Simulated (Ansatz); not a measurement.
```yaml
surface: single layer of GeS (symmetry Pmn2_1 as a slab, 4 atoms a cell)
Vacuum level minus Kohn-Sham valence edge: 5.14 eV
Vacuum level minus Kohn-Sham conduction edge: 3.33 eV
gap_of_the_slab_on_its_mesh: 1.81 eV
Apparent barrier, filled states, bias minus 1.3 V: 6.6 eV (κ = 1.32 1/Å)
Apparent barrier, filled states, bias minus 1.9 V: 7.1 eV (κ = 1.37 1/Å)
Apparent barrier, empty states, bias plus 1.3 V: 3.1 eV (κ = 0.89 1/Å)
Apparent barrier, empty states, bias plus 1.9 V: 3.1 eV (κ = 0.90 1/Å)
```

Calculation: PBE, Tersoff-Hamann images (plane waves, PAW; Ansatz, a first-principles code).

The apparent barrier is ħ²κ²/2m, with κ from the fall of the mean window density between 3.5 and 5 Å; states of large in-plane momentum fall faster than their energy alone says. Mesh 14×12×1, no spin-orbit coupling, no spin polarisation; biases count from the run's Fermi level.
